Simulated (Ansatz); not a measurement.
Results of r²SCAN (Ansatz, a first-principles code, plane waves, PAW) for TlGaSe2 (C2/c, No. 15).

Run with plane-wave cutoff 560 eV, 6×6×4 k mesh (along the axes of the cell as run), Fermi–Dirac smearing 0.01 eV, scalar-relativistic PAW data made under PBE.

Cell (measured lattice):

Space group C2/c (No. 15); a = 10.7790 Å, b = 10.7760 Å, c = 15.6630 Å, α = γ = 90.00°, β = 99.99°

```csv
atom,site,symmetry,x,y,z
Tl,8f,1,0.4647,0.3109,0.1140
Tl,8f,1,0.2844,0.0623,0.3864
Ga,8f,1,0.1000,0.1910,0.1620
Ga,8f,1,0.1450,0.4380,0.3390
Se,4e,2,0.0000,0.0540,0.2500
Se,4e,2,0.0000,0.5740,0.2500
Se,8f,1,0.2070,0.0620,0.0710
Se,8f,1,0.2620,0.3100,0.2520
Se,8f,1,0.0480,0.3120,0.4380
```
(The calculation used a cell of 32 atoms; values per cell refer to that cell.)

Task: What does this level give for the band gap and smallest direct gap on the k points sampled?

Result: 
* **band gap**: 1.57 eV
* **smallest direct gap on the k points sampled**: 1.65 eV

Note: cell and atoms aren't relaxed at this level (largest force component 0.39 eV/Å, pressure 0.5 GPa).

Spin–orbit coupling is not included; with these elements it can move the gap by several tenths of an eV or more.

Static lattice: no zero-point or thermal effects.
